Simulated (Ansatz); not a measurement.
Fluorite NiSi2 was calculated with rVV10 (Ansatz, a program for electronic structure, PAW).

Run with plane-wave cutoff 500 eV, 12×12×12 k mesh, Fermi–Dirac smearing 0.05 eV, no spin polarisation, scalar-relativistic PAW data made under PBE.

Computed at the level's own relaxed cell.

Question: Give the computed volume per atom and equilibrium lattice constant a.

Answer: 
- volume per atom = 13.67 Å³/atom
- equilibrium lattice constant a = 5.475 Å

Measured, for comparison: equilibrium volume per atom 13.17 Å³/atom, lattice constant a 5.406 Å (temperature not stated, not corrected to a static lattice; as tabulated in Wikipedia's data pages). Computed (rounded) less measured: equilibrium volume per atom +3.8 %, lattice constant a +1.3 %.

The computed numbers hold no vibrational or temperature effects.
